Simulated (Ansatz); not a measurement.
The starting structures come from a database of crystals and need not be the phases stable at ambient conditions.

Tunnelling through a barrier is set by its complex band structure: the current falls as exp(−2κd) with the smallest κ.

Data:

```yaml
crystal:
  lattice:
    - [6.91710, 0.00000, 0.00000]
    - [3.45855, 6.88215, 0.00000]
    - [3.45855, -0.57935, 1.91090]
  atoms:
    - { symbol: Ga, position: [0.66669, 0.99998, 0.99998] }
    - { symbol: Ga, position: [0.83335, 0.49998, 0.49998] }
    - { symbol: As, position: [0.29265, 0.37402, 0.37402] }
    - { symbol: As, position: [0.45931, 0.87402, 0.87402] }
```

Space group of this cell: P6_3mc, wurtzite. The cell is taken as given.

Transport runs along the normal of the first two printed cell vectors, the (111) plane of the conventional cell.

No gap correction and no spin-orbit coupling; mid-gap values are interpolated between computed energies.

**Question.** Give the band gap and the smallest decay constant κ at mid-gap that r2SCAN (Ansatz, a first-principles code) yields.

**Answer.** Gap 0.97 eV on a 16×16×16 mesh; κ = 0.058 1/Å, at the zone centre.
